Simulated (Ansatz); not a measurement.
System: PdTe (model structure, within 0.1 Å of Pm-3m, No. 221, 4 atoms in the cell). Method: r²SCAN (Ansatz, a quantum-chemistry and plane-wave program, plane waves, PAW).

Numerical settings: plane-wave cutoff 560 eV, 12×18×12 k mesh (along the axes of the cell as run), Fermi–Dirac smearing 0.05 eV, scalar-relativistic PAW data made under PBE.

Cell (relaxed at this level):

```
PdTe
1.0
    4.87271     0.00000     0.00000
    0.00000     3.42559     0.00000
    0.00000     0.00000     4.87272
Pd Te
2 2
Direct
  0.25000   0.00000   0.75001
  0.75000   0.00000   0.24999
  0.25000   0.50000   0.25000
  0.75000   0.50000   0.75000
```

Task: Give the computed bulk modulus B0.

Result: 
- bulk modulus B0: 106 GPa

The run finds no gap.

Note: the bulk modulus is −V dP/dV from two relaxed cells at ±2 % in volume.

Spin–orbit coupling is not included; it can open a gap where bands touch, and shift volumes and moduli.

The computed numbers hold no vibrational or temperature effects.

A model structure was made by putting elements into a prototype or built by hand; it is no filed structure, need not be a known phase, and can be a saddle point held by its symmetry.
